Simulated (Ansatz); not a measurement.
**BeS (model structure, started from the NiAs type, P6₃/mmc, No. 194, 4 atoms in the cell): properties by level of theory**

```csv
level (code),equilibrium lattice constant a (Å),lattice parameter c (Å)
PBE (Ansatz),3.301,(withheld)
PBEsol (Ansatz),3.271,5.207
PBE-D3(BJ) (Ansatz),3.255,(withheld)
```

**Question.** What belongs in the gaps?

**Answer.** 
- PBE (Ansatz, a quantum-chemistry and plane-wave program), lattice parameter c (Å): 5.247
- PBE-D3(BJ) (Ansatz), lattice parameter c (Å): 5.172

Ansatz's density-functional and Hartree–Fock values are scalar-relativistic unless marked +SOC, with PAW data made under PBE.

The computed numbers hold no vibrational or temperature effects.

A model structure was made by putting elements into a prototype or built by hand; it is no filed structure, need not be a known phase, and can be a saddle point held by its symmetry.
